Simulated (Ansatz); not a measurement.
Worked example: zone-centre phonon calculation of ZrAu (P4/mmm, 2 atoms in the cell) in Ansatz (a first-principles code).

Level of theory: LDA (PW92), default PAW files made with PBE (plane waves; Ansatz).

```xyz
2
Lattice="3.1562 0.0000 0.0000 0.0000 3.1562 0.0000 0.0000 0.0000 3.9058" Properties=species:S:1:pos:R:3 pbc="T T T"
Zr     0.0000     0.0000     0.0000
Au     1.5781     1.5781     1.9529
```

Reference input (self-consistent single point, DFT, LDA (PW92), plane waves, default PAW files made with PBE): basis.ecutwfc = 30.9 Ry; kpoints.mp_grid.grid = 10 10 9; hamiltonian.xc = lda; hamiltonian.pseudopotentials = {kind: paw} (the program's default PAW files); scf.occupations.method = gaussian; scf.occupations.width = 0.0073 Ry. This run's input differs from it in these lines:

Ansatz 0.2 input:
```diff
@@ -12,3 +12,3 @@
   mp_grid:
-    grid: [10, 10, 9]
+    grid: [10, 10, 8]
 hamiltonian:
@@ -21,6 +21,4 @@
     width: 0.0073 Ry
-output:
-  forces: true
-  eigenvalues: true
-  stress: true
+phonons:
+  method: dfpt
```

Log, with long lists cut:

```
SCF iter   1: F=—  HF=-16943.511327 eV  |F-HF|=—  |Δ(HF+E_count)|=         —  Δρ=6.50e-3  dr2=7.63e-3  ethr=1.77e-3  ⟨swp⟩=4.0  Hψ=13753  notcnv=0
all-band conjugate gradients solve this SCF's bands
preconditioner: auto → Kerker (q_TF=auto, 2.627 Å⁻¹)
SCF iter   2: F=—  HF=-16943.510705 eV  |F-HF|=—  |Δ(HF+E_count)|=   6.22e-4  Δρ=3.32e-3  dr2=1.15e-3  ethr=2.46e-5  ⟨swp⟩=2.3  Hψ=6163  notcnv=0
   [... lines left out ...]
SCF iter   6: F=—  HF=-16943.510524 eV  |F-HF|=—  |Δ(HF+E_count)|=   5.19e-6  Δρ=4.27e-6  dr2=8.28e-9  ethr=7.74e-10  ⟨swp⟩=2.4  Hψ=5548  notcnv=0
SCF iter   7: F=—  HF=-16943.510524 eV  |F-HF|=—  |Δ(HF+E_count)|=   1.39e-9  Δρ=7.88e-7  dr2=3.05e-10  ethr=2.67e-11  ⟨swp⟩=2.2  Hψ=5051  notcnv=0
SCF iter   8: F=—  HF=-16943.510524 eV  |F-HF|=—  |Δ(HF+E_count)|=  8.73e-11  Δρ=1.21e-7  dr2=1.14e-11  ethr=1.00e-12  ⟨swp⟩=2.2  Hψ=4804  notcnv=0
SCF iter   9: F=-16943.510524 eV  HF=-16943.510524 eV  |F-HF|=7.28e-12  |Δ(HF+E_count)|=    0.00e0  Δρ=3.71e-8  dr2=7.28e-13  ethr=1.00e-12  ⟨swp⟩=5.3  Hψ=14118  notcnv=0
SCF 1 converged in 9 iterations: F = -16943.510524 eV  dr2 = 7.28e-13
DFPT response loops at Γ: preconditioner auto → Kerker (q_TF=auto, 2.627 Å⁻¹) (partly filled bands, converged f_vac=0.000) …
Free energy (F): -16943.510524 eV
Internal energy: -16943.501314 eV  (E = F + TS)
E sigma→0 (E₀):  -16943.505919 eV
Entropy (-TS):   -0.009210 eV (-4.605 meV/atom)
Fermi energy:    17.424620 eV
--- Phonons (Γ-DFPT): 4 representative perturbations + reference, on 180 of 800 k-points (Σ response iterations 12) ---
  k mesh reduced under 8 symmetry operations, with k and −k counted as one. Each operation leaves every solved displacement unchanged or reverses it
  ASR residual: 3.392e-5 → 0.000e0 eV/Å²; symmetrization residual: 6.138e-6 eV/Å²
  ASR residual per site (eV/Å²): 1.43e-5 3.39e-5
  Γ frequencies (cm⁻¹): 0.00 0.00 0.00 112.12 112.12 140.43
  non-analytic LO–TO correction: not included (Born effective charges unavailable; polar crystals: no LO–TO splitting at Γ)
```

The run converged in 9 iterations. 

Summary of the result:
| Property | Value |
|---|---|
| Free energy E − TS (on the zero of these files) | -16943.5105 eV |
| Fermi level (on the code's own zero) | 17.42 eV |
| Zone-centre frequencies (cm⁻¹; negative means imaginary) | 0, 0, 0, 112, 112, 140 |

The starting cell comes from a database of computed structures (which also holds hypothetical and non-ambient phases and stackings), without a prior relaxation at this level. Its lattice was rescaled by up to half a per cent.

Cost on one core of a shared machine: roughly 60 s.
